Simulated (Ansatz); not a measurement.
The starting structures come from a database of crystals and need not be the phases stable at ambient conditions.

By PBEsol, the system below comes out a metal.

A figure of merit of an interconnect metal is its ballistic conductance per area.

Data:

```xyz
8
Lattice="4.9400 0.0000 0.0000 0.0000 6.9862 0.0000 0.0000 3.4931 3.4931" Properties=species:S:1:pos:R:3 pbc="T T T"
Ge     0.0000     0.0000     0.0000
Ge     2.4700     3.4931     0.0000
Mo     2.4700     6.1129     0.8733
Mo     2.4700     4.3663     2.6198
Mo     0.0000     4.3663     0.8733
Mo     0.0000     6.1129     2.6198
Mo     1.2350     1.7465     1.7465
Mo     3.7050     1.7465     1.7465
```

Space group of this cell: Pm-3n, A15 (Cr3Si type). The cell is taken as given; by PBEsol its mean pressure is -4.9 GPa.

The current flows along the normal of the first two printed cell vectors, the (110) plane of the conventional cell. No spin-orbit coupling; the value is a mean over 0.1 eV about the Fermi level.

### Question
Give the ballistic conductance per area that PBEsol (Ansatz, a first-principles code) yields.

### Answer
0.78 × 10¹⁵ S/m² for both spins.
